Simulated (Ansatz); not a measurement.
The starting structures come from a database of crystals and need not be the phases stable at ambient conditions.

Consider the following.

```xyz
2
Lattice="3.9265 0.0000 0.0000 0.0000 3.9265 0.0000 1.9633 1.9633 2.8331" Properties=species:S:1:pos:R:3 pbc="T T T"
Mg     0.0000     0.0000     0.0000
S      1.9633     3.9265     1.4166
```

Space group of this cell: I-4m2. The cell is strained (lengths across the current scaled by 0.98, ions clamped); by r2SCAN its mean pressure is 2.5 GPa.

Transport runs along the normal of the first two printed cell vectors, the (001) (indices of the unstrained crystal) plane of the conventional cell.

No gap correction and no spin-orbit coupling; mid-gap values are interpolated between computed energies.

**Question.** Estimate the band gap and the smallest decay constant κ at mid-gap that Ansatz (a program for electronic structure) with r2SCAN returns for this system.

**Answer.** Gap 4.25 eV on a 10×10×10 mesh; κ = 0.292 1/Å, at the zone centre.
